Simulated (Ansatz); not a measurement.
## TaSi2: pressure series

The parent structure is TaSi2 (space group P6_222, No. 180; a = 4.804 Å, c = 6.604 Å).

Cell and atoms are relaxed at each pressure.

Calculations: PBE, PAW, 420 eV (Ansatz, a first-principles code; scalar-relativistic without spin-orbit coupling), earlier PAW set.

| pressure (GPa) | volume per atom (Å³/atom) |
|---|---|
| -1 | 14.747 |
| 0 | 14.665 |
| 0.3 | 14.642 |
| 0.7 | 14.610 |
| 1.5 | ? |
| 3 | 14.436 |
| 5 | 14.292 |
| 7.5 | 14.123 |
| 10 | 13.964 |

Question: Fit the third-order Birch–Murnaghan form P(V) = (3B₀/2)[(V₀/V)^(7/3) − (V₀/V)^(5/3)]·[1 + (3/4)(B₀′ − 4)((V₀/V)^(2/3) − 1)] (squares taken in P) to the rows shown and predict the withheld row.

Answer: Least squares on the printed values gives V₀ = 14.666 Å³/atom, B₀ = 183 GPa, B₀′ = 4.4; this predicts 14.548 Å³/atom, and the run gives 14.549 Å³/atom, in agreement.

Load acts through the strain it causes; cell and atoms are relaxed under it. No phonon test of stability was made. Competing high-pressure phases were not computed. The final runs are not spin-polarised. An odd electron count without spin: TaSi2.
